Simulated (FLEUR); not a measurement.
# FLEUR run on Al2Au (Fm-3m, 3 atoms in the cell): self-consistent single point

Method: PBE, all-electron FLAPW (FLEUR), scalar-relativistic valence.

This input was run:

Input of the input generator:

```
Al2Au FLAPW
&input film=f /
0.0000000000 5.6691783739 5.6691783739
5.6691783739 0.0000000000 5.6691783739
5.6691783739 5.6691783739 0.0000000000
1.0
1.0 1.0 1.0

3
79 0.0000000000 0.0000000000 0.0000000000
13 0.2500000000 0.2500000000 0.2500000000
13 0.7500000000 0.7500000000 0.7500000000

&comp jspins=1 /
&kpt div1=7 div2=7 div3=7 /
&end /
```

```xml
<?xml version="1.0" encoding="UTF-8" standalone="no"?>
<fleurInput fleurInputVersion="0.39">
   <comment>
      Al2Au FLAPW                                                                                         
   </comment>
   <calculationSetup>
      <cutoffs Kmax="4.4" Gmax="17.6" GmaxXC="17.6" numbands="0"/>
      <scfLoop itmax="80" minDistance="0.00001" maxIterBroyd="25" imix="Anderson" alpha="0.05" precondParam="0.0" spinf="2.0"/>
      <coreElectrons ctail="T" frcor="F" kcrel="0" coretail_lmax="0"/>
      <xcFunctional name="pbe" relativisticCorrections="F"/>
      <magnetism jspins="1"/>
      <soc l_soc="F" theta="0.0" phi="0.0" spav="F"/>
      <expertModes spex="0" secvar="F"/>
      <geometryOptimization l_f="T" forcealpha="1.0" forcemix="BFGS" epsdisp="0.00001" epsforce="0.00001"/>
      <ldaU l_linMix="F" mixParam="0.05" spinf="1.0"/>
   </calculationSetup>
   <cell>
      <bzIntegration valenceElectrons="23.0" mode="gauss" fermiSmearingEnergy="0.00999582">
         <kPointListSelection listName="default-1"/>
         <!-- k-points included here -->
         <xi:include xmlns:xi="http://www.w3.org/2001/XInclude" href="kpts.xml"> </xi:include>
      </bzIntegration>
      <!-- symmetry operations included here -->
      <xi:include xmlns:xi="http://www.w3.org/2001/XInclude" href="sym.xml"> </xi:include>
      <bulkLattice scale="1.0">
         <bravaisMatrix>
            <row-1>    0.0000000000000000     5.6691783739000003     5.6691783739000003</row-1>
            <row-2>    5.6691783739000003     0.0000000000000000     5.6691783739000003</row-2>
            <row-3>    5.6691783739000003     5.6691783739000003     0.0000000000000000</row-3>
         </bravaisMatrix>
      </bulkLattice>
   </cell>
   <atomSpecies>
      <species name="Gold (Au)" element="Au" atomicNumber="79">
         <mtSphere radius="2.68" gridPoints="925" logIncrement="0.015"/>
         <atomicCutoffs lmax="10" lnonsphr="8"/>
         <electronConfig flipSpins="F">
            <coreConfig>(1s1/2) (2s1/2) (2p1/2) (2p3/2) (3s1/2) (3p1/2) (3p3/2) (4s1/2) (3d3/2) (3d5/2) (4p1/2) (4p3/2) (5s1/2) (4d3/2) (4d5/2) (4f5/2) (4f7/2)</coreConfig>
            <valenceConfig>(5p1/2) (5p3/2) (6s1/2) (5d3/2) (5d5/2)</valenceConfig>
            <stateOccupation state="(6s1/2)" spinUp="0.5" spinDown="0.5"/>
         </electronConfig>
         <energyParameters s="6" p="6" d="5" f="5"/>
         <lo type="SCLO" l="1" n="5" eDeriv="0"/>
         <lo type="HELO" l="2" n="6" eDeriv="0"/>
      </species>
      <species name="Aluminum (Al)" element="Al" atomicNumber="13">
         <mtSphere radius="1.81" gridPoints="625" logIncrement="0.018"/>
         <atomicCutoffs lmax="8" lnonsphr="6"/>
         <electronConfig flipSpins="F">
            <coreConfig>(1s1/2) (2s1/2) (2p1/2) (2p3/2)</coreConfig>
            <valenceConfig>(3s1/2) (3p1/2) (3p3/2)</valenceConfig>
            <stateOccupation state="(3p1/2)" spinUp="0.1666666666667" spinDown="0.1666666666667"/>
            <stateOccupation state="(3p3/2)" spinUp="0.3333333333333" spinDown="0.3333333333333"/>
         </electronConfig>
         <energyParameters s="3" p="3" d="3" f="4"/>
      </species>
   </atomSpecies>
   <atomGroups>
      <atomGroup species="Gold (Au)">
         <relPos label="                   1">.0000000000 .0000000000 .0000000000</relPos>
         <force calculate="T" relaxXYZ="TTT"/>
      </atomGroup>
      <atomGroup species="Aluminum (Al)">
         <relPos label="                   2">1.000/4.000 1.000/4.000 1.000/4.000</relPos>
         <relPos label="                   3">-1.000/4.000 -1.000/4.000 -1.000/4.000</relPos>
         <force calculate="T" relaxXYZ="TTT"/>
      </atomGroup>
   </atomGroups>
   <output dos="F" band="F" slice="F">
      <checks vchk="F" cdinf="F"/>
      <bandDOS minEnergy="-.5*Htr" maxEnergy="0.5*Htr" sigma="0.015" storeEVData="T"/>
      <vacuumDOS vacdos="F" integ="F" star="F" nstars="0" locx1="0.0" locy1="0.0" locx2="0.0" locy2="0.0" nstm="0" tworkf="0.0"/>
      <unfoldingBand unfoldBand="F" supercellX="1" supercellY="1" supercellZ="1"/>
      <plotting iplot="0" polar="F">
         <plot TwoD="T" vec1="  1.0  0.0  0.0" vec2="  0.0  1.0  0.0" vec3="  0.0  0.0  1.0" zero="  0.0  0.0  0.0" file="plot"/>
      </plotting>
      <chargeDensitySlicing numkpt="0" minEigenval="0.0" maxEigenval="0.0" nnne="0" pallst="F"/>
      <specialOutput eonly="F"/>
      <magneticCircularDichroism mcd="F" energyLo="-10.0" energyUp="0.0"/>
   </output>
  <!-- We include the file relax.xml here to enable relaxations (see documentation) -->
  <xi:include xmlns:xi="http://www.w3.org/2001/XInclude" href="relax.xml"> <xi:fallback/> </xi:include>
</fleurInput>
```

Output, abridged:

```
      Welcome to FLEUR        (www.flapw.de)
      MaX-Release 8.1          (www.max-centre.eu)

 ========== k-point set info ==========
 Selected k-point list: default-1
 k-point list type: mesh
 7 x 7 x 7
 Number of k points: 20

 ------------Calculation Setup---------------------------
           1           2           4           5          10          20
 Number of basis functions:          564
 Iteration:     1   Distance:      17.65305833 me/bohr^3
 Iteration:     2   Distance:      14.79230640 me/bohr^3
 Iteration:     3   Distance:       5.64241193 me/bohr^3
 Iteration:     4   Distance:       4.87759305 me/bohr^3
 Iteration:     5   Distance:       1.67445740 me/bohr^3
 Iteration:     6   Distance:       0.61922255 me/bohr^3
   [... 5 lines left out ...]
 Iteration:    12   Distance:       0.00269724 me/bohr^3
 Iteration:    13   Distance:       0.00040837 me/bohr^3
 Iteration:    14   Distance:       0.00022241 me/bohr^3
 Iteration:    15   Distance:       0.00001062 me/bohr^3
 Iteration:    16   Distance:       0.00000171 me/bohr^3
 Run finished successfully
 Stop message:
   Structural relaxation: Done

[file out, last iteration]
             iter=     17
          p o t e n t i a l   g e n e r a t o r
[...]
          integral of pseudo charge density inside the slab=        0.000000   0.000000
     coulomb potential in the interstitial region:
          density-coulomb potential integrals
          total density-coulomb potenti   -33822.7781075539
          density-effective potential integrals for spin  1
          total density-effective poten   -3.4349261903E+04
          charge density-energy density integrals
          total charge density-energy d   -4.0279376847E+02
 Updated energy parameters for spin:           1
  Atom    1 6s branch from -3.58 to  1.07 htr. ; e_l =  0.1333
  Atom    1 6p branch from -1.78 to  1.88 htr. ; e_l =  0.3117
  Atom    1 5d branch from-11.56 to  0.31 htr. ; e_l =  0.1691
  Atom    1 5f branch from -2.60 to  2.22 htr. ; e_l =  0.6090
  Atom    1 5p branch from-19.64 to -1.78 htr. ; e_l(l -1.8368
  Atom    1-6d branch from  2.48 to  2.48 htr. ; e_l(l  2.4768
  Atom    2 3s branch from -3.42 to  2.79 htr. ; e_l = -0.0161
  Atom    2 3p branch from -1.99 to  3.18 htr. ; e_l =  0.1179
  Atom    2 3d branch from -9.99 to  3.06 htr. ; e_l =  0.2821
  Atom    2 4f branch from -9.99 to  6.00 htr. ; e_l =  0.4447
[...]
 fermi energy and band-weighting factors:
at   0.42857   0.42857   0.42857   k-weight:    0.023324
   18 eigenvalues :
   -1.789338   -1.789283   -1.789283    0.044964    0.118945    0.129291    0.129291    0.159406
    0.159406    0.181820    0.380240    0.380240    0.481240    0.500752    0.504978    0.504978
    0.674443    0.674443
   [... 2 blocks of this kind left out ...]

[...]
FERMIE:
          first approx. to ef    (T=0)  :   0.362835 htr   (energy of the highest occ. eigenvalue)
          number of occ. states  (T=0)  :        223
          first approx. to seigv (T=0)  :  -7.855821 htr
          sum of weights of occ. states :  11.530612
          sum of semicore charge        :   0.000000 e
          fermi energy=   0.36405 har   work function=  -9.90625 ev
   [... lines left out ...]
          total moment                 =     0.00000
 Direct bandgap for spin            1 :    6.9619628746750595E-002  Htr
   [... lines left out ...]
          0.02840440  electrons lost from core.
          total charge for spin  1=  105.000000
          interst. charge =       5.456496
          mt charge=             78.387867   10.577819
          total charge  =  105.000000
          zc=   105.000000     qfix=    1.000000
     t o t a l  e n e r g y
          sum of eigenvalues =            -11973.9786752036
          density-coulomb potential int   -33822.7781075539
          density-effective potential i   -34349.2619029371
          charge density-ex.-corr.energ     -402.7937684720
          el.-nucl. inter. diff. m.t.      23985.2905725261
          Madelung term for atom type:       -22.1169431967
          el.-nucl. inter. diff. m.t.        569.4654423330
          Madelung term for atom type:       -17.8349890417
 ---->    total energy=                   -19533.6075416129 htr
 ---->    (input%tkb*entropy) TS=              0.0000000000 htr
 ---->    free energy=                    -19533.6075416129 htr
      extrapolation for T->0
 ---->    total electron energy=          -19533.6075416129 htr
 ***** TOTAL FORCES ON ATOMS *****
 TOTAL FORCE FOR ATOM TYPE=  1  X=  0.000   Y=  0.000   Z=  0.000
                       FX_TOT= 0.000000 FY_TOT= 0.000000 FZ_TOT= 0.000000
 TOTAL FORCE FOR ATOM TYPE=  2  X=  2.835   Y=  2.835   Z=  2.835
                       FX_TOT= 0.000000 FY_TOT= 0.000000 FZ_TOT= 0.000000
 Structural relaxation: Done
```

The run converged in 16 iterations. FLEUR gives forces in its relaxation mode, with a further iteration, so its stop message speaks of a relaxation.

The starting cell comes from a database of published, mostly measured structures (it also holds non-ambient and calculated ones), without a prior relaxation at this level. Spin-orbit coupling is off. Values depend on the basis (sphere radii, cutoffs, local orbitals), which need not be converged. The log's line on a gap gives a spacing of levels on this mesh, which the program prints for metals too.

Cost on one core of a shared machine: roughly 2 min.
